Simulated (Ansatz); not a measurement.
Start from Os in the hcp (Mg type) structure (space group P6_3/mmc, No. 194; relaxed with 0.1 eV smearing).

```xyz
2
Lattice="2.7290 0.0000 0.0000 -1.3645 2.3634 0.0000 0.0000 0.0000 4.3091" Properties=species:S:1:pos:R:3 pbc="T T T"
Os     1.3645     0.7878     3.2318
Os     0.0000     1.5756     1.0773
```

Cartesian axes are those of the cell as printed.

Computed with PBEsol/PAW in Ansatz (a quantum-chemistry and plane-wave program), no spin-orbit coupling.

Base values:

- Pressure: 0.0 GPa

The change: uniaxial strain ε_zz = +1.50 %, all other strain components held at zero; the atoms relax in the strained cell.

**Question.** What does the calculation give for the energy relative to the base and pressure after the change?

**Answer.** The energy grows by 8.3 meV/atom; the pressure (mean of the normal stresses, compression positive) goes from zero to -6.4 GPa.

Stability against distortions was not tested. The final runs are not spin-polarised.
